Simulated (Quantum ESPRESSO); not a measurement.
Worked example: self-consistent single point of MgSn₅ (P-62m, 6 atoms in the cell) in Quantum ESPRESSO.

Method of the run: PBEsol-D3(BJ), GBRV 1.5 ultrasoft (PBESOL) pseudopotentials (plane waves; Quantum ESPRESSO).

```
MgSn5
1.0
    5.65866     0.00000     0.00000
   -2.82933     4.90054     0.00000
    0.00000     0.00000     5.62563
Mg Sn
1 5
Cartesian
  0.00000   0.00000   2.81281
  3.79130   0.00000   0.00000
  0.93368   1.61718   0.00000
 -1.89565   3.28336   0.00000
  2.82933   1.63351   2.81281
  0.00000   3.26703   2.81281
```

Reference input (self-consistent single point, DFT, PBEsol, plane waves, GBRV 1.5 ultrasoft (PBESOL) pseudopotentials): ecutwfc = 40 Ry; ecutrho = 200 Ry; occupations = smearing; smearing = gauss; degauss = 0.0036749 Ry; potentials = {Mg: mg_pbesol_v1.4.uspp.F.UPF, Sn: sn_pbesol_v1.4.uspp.F.UPF}; K_POINTS = automatic 6 6 5 0 0 0; conv_thr = 1e-10 Ry; mixing_beta = 0.5. This run's input differs from it in these lines:

```diff
@@ -17,2 +17,5 @@
     degauss = 0.0036749
+    vdw_corr = 'grimme-d3'
+    dftd3_version = 4
+    dftd3_threebody = .false.
 /
```

Output (repeated stretches shortened):

```
     Self-consistent Calculation

     iteration #  1     ecut=    40.00 Ry     beta= 0.50

     total energy              =    -919.13678635 Ry
     estimated scf accuracy    <       4.85613651 Ry

     iteration #  2     ecut=    40.00 Ry     beta= 0.50

     total energy              =    -919.77564352 Ry
     estimated scf accuracy    <       0.16272379 Ry

     iteration #  3     ecut=    40.00 Ry     beta= 0.50

     total energy              =    -919.83423391 Ry
     estimated scf accuracy    <       0.02203948 Ry

   [... 7 blocks of this kind left out ...]

     iteration # 11     ecut=    40.00 Ry     beta= 0.50

     total energy              =    -919.83715661 Ry
     estimated scf accuracy    <          2.9E-10 Ry

     iteration # 12     ecut=    40.00 Ry     beta= 0.50
     End of self-consistent calculation

     the Fermi energy is    10.2545 ev

!    total energy              =    -919.83715661 Ry
     estimated scf accuracy    <          7.4E-11 Ry
     smearing contrib. (-TS)   =      -0.00026815 Ry
     internal energy E=F+TS    =    -919.83688846 Ry

     DFT-D3 Dispersion         =      -0.16456537 Ry

     convergence has been achieved in  12 iterations

     Forces acting on atoms (cartesian axes, Ry/au):

     atom    1 type  1   force =     0.00000000    0.00000000    0.00000000
     atom    2 type  2   force =     0.00207475    0.00000000   -0.00000000
     atom    3 type  2   force =    -0.00103737   -0.00179679   -0.00000000
     atom    4 type  2   force =    -0.00103737    0.00179679    0.00000000
     atom    5 type  2   force =    -0.00000000   -0.00000000    0.00000000
   [... lines left out ...]

     Total force =     0.003594     Total SCF correction =     0.000004

          total   stress  (Ry/bohr**3)                   (kbar)     P=      -39.64
  -0.00027242  -0.00000000   0.00000000          -40.07       -0.00        0.00
  -0.00000000  -0.00027242  -0.00000000           -0.00      -40.07       -0.00
   0.00000000  -0.00000000  -0.00026347            0.00       -0.00      -38.76

   JOB DONE.
```

The run converged in 12 iterations. Against the reference run the pressure goes from -1.56 to -3.96 GPa and the largest force hardly changes (0.054 to 0.053 eV/Å).

The starting cell comes from a database of computed structures (which also holds hypothetical and non-ambient phases and stackings), without a prior relaxation at this level. Its lattice was rescaled by a random factor within 2.5 % of one. With a pressure of about -4 GPa the cell is away from its equilibrium volume at this level.

Cost on one core of a shared machine: roughly 2 min.
